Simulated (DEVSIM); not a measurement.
Structure: abrupt GaSb n-p junction, at 350 K.

| layer (left to right) | material | thickness (μm) | Nd (cm⁻³) | Na (cm⁻³) | τn (s) | τp (s) |
|---|---|---|---|---|---|---|
| 1 | GaSb | 49.0 | 1e15 | - | 5.2e-9 | 5.2e-9 |
| 2 | GaSb | 0.490 | - | 7.3e17 | 5.2e-9 | 5.2e-9 |

Left contact: ohmic. Right contact: ohmic. Voltage is applied to the left contact. Recombination: SRH at mid-gap, Auger. Mobility is μmin + (μ − μmin)/(1 + (N/Nref)^α).

Constants are typed, rounded textbook-type inputs, not results; the design itself was drawn at random and stands for no fabricated device. Values at 300 K; Nc and Nv go as T^1.5, mobilities as T to minus their exponent, the gap by Varshni's rule with the affinity fixed.

| parameter | GaSb |
|---|---|
| gap (eV) | 0.726 |
| affinity (eV) | 4.06 |
| permittivity | 15.7 |
| Nc (cm⁻³) | 2.1e17 |
| Nv (cm⁻³) | 1.8e19 |
| μn (cm²/Vs) | 5000 |
| μp (cm²/Vs) | 850 |
| μn,min | 1000 |
| μp,min | 190 |
| Nref,n | 2.8e17 |
| Nref,p | 9e17 |
| αn | 1.05 |
| αp | 0.65 |
| T exponent of μn | 2 |
| T exponent of μp | 1.7 |
| Cn (cm⁶/s) | 5e-30 |
| Cp (cm⁶/s) | 5e-30 |
| Varshni α (eV/K) | 0.00042 |
| Varshni β (K) | 140 |

Simulated with DEVSIM: 1D drift-diffusion, Boltzmann statistics, complete ionisation; no tunnelling, impact ionisation, image-force lowering or self-heating.

Problem. Tabulate band edges, carrier densities and field at -0.7 V on the left contact.

Solution. Energies count from the Fermi level of the right contact; mesh points crowd at the junctions.

| x (μm) | Ec (eV) | Ev (eV) | n (cm⁻³) | p (cm⁻³) | field (V/cm) |
|---|---|---|---|---|---|
| 0.000 | 0.868 | 0.161 | 1.0e15 | 4.0e11 | -98 |
| 0.03028 | 0.868 | 0.161 | 1.0e15 | 4.1e11 | -98 |
| 0.1039 | 0.867 | 0.160 | 1.0e15 | 4.4e11 | -98 |
| 0.2651 | 0.866 | 0.159 | 1.0e15 | 5.0e11 | -98 |
| 0.8454 | 0.860 | 0.153 | 1.0e15 | 7.0e11 | -98 |
| 2.023 | 0.848 | 0.142 | 1.0e15 | 1.0e12 | -98 |
| 4.604 | 0.823 | 0.116 | 1.0e15 | 1.7e12 | -98 |
| 13.89 | 0.733 | 0.026 | 1.0e15 | 8.1e12 | -97 |
| 29.82 | 0.582 | -0.125 | 1.1e15 | 1.5e14 | -89 |
| 40.87 | 0.496 | -0.211 | 2.1e15 | 1.1e15 | -64 |
| 45.42 | 0.469 | -0.238 | 3.6e15 | 2.6e15 | -53 |
| 47.83 | 0.457 | -0.250 | 5.0e15 | 4.0e15 | -48 |
| 48.52 | 0.454 | -0.253 | 5.5e15 | 4.5e15 | -46 |
| 48.80 | 0.454 | -0.253 | 5.4e15 | 5.0e15 | 300 |
| 48.95 | 0.487 | -0.220 | 1.8e15 | 1.6e16 | 7400 |
| 48.99 | 0.545 | -0.162 | 2.7e14 | 1.0e17 | 26000 |
| 49.02 | 0.601 | -0.106 | 4.0e13 | 6.8e17 | 3500 |
| 49.06 | 0.603 | -0.104 | 3.4e13 | 7.3e17 | ≈ 0 |
| 49.22 | 0.603 | -0.104 | 2.2e13 | 7.3e17 | ≈ 0 |
| 49.37 | 0.603 | -0.104 | 9.4e12 | 7.3e17 | ≈ 0 |
| 49.45 | 0.603 | -0.104 | 3.4e12 | 7.3e17 | ≈ 0 |
| 49.49 | 0.603 | -0.104 | 5.4e8 | 7.3e17 | ≈ 0 |
